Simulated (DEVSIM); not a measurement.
System: abrupt InP n-p junction, at 300 K.

Layer 1 from the left is InP, thickness (μm) 0.980, Nd (cm⁻³) 1.8e15, τn (s) 2.4e-8, τp (s) 2.4e-8. Layer 2 from the left is InP, thickness (μm) 17.0, Na (cm⁻³) 7.2e14, τn (s) 2.4e-8, τp (s) 2.4e-8.

Left contact: ohmic. Right contact: ohmic. Voltage is applied to the left contact. Recombination: SRH at mid-gap. Mobility is μmin + (μ − μmin)/(1 + (N/Nref)^α).

The device is made up for the run: typed textbook-type constants, with dimensions and the other settings drawn at random. Values at 300 K.

InP: gap (eV) 1.344, affinity (eV) 4.38, permittivity 12.5, Nc (cm⁻³) 5.7e17, Nv (cm⁻³) 1.1e19, μn (cm²/Vs) 5200, μp (cm²/Vs) 170, μn,min 400, μp,min 10, Nref,n 3e17, Nref,p 4.9e17, αn 0.47, αp 0.62.

**Question.** Estimate by hand the built-in potential, the peak field at zero bias, and compare with a numerical solution.

**Answer.** 
- Built-in potential: ni = √(Nc Nv) exp(−Eg/2kT) = 1.29e7 cm⁻³ with Eg = 1.344 eV; Vbi = kT/q ln(Na Nd/ni²) = 0.946 V; numerical 0.946 V.
- Peak field at zero bias: depletion approximation: W = √(2εVbi/(qN)) = 1.59 μm with N = 5.14e14 cm⁻³; field = 2Vbi/W = 11900 V/cm; numerical 11500 V/cm (estimate above by 2.8 %).

Model (solved in DEVSIM): 1D drift-diffusion, Boltzmann statistics, complete ionisation; no tunnelling, impact ionisation, image-force lowering or self-heating.
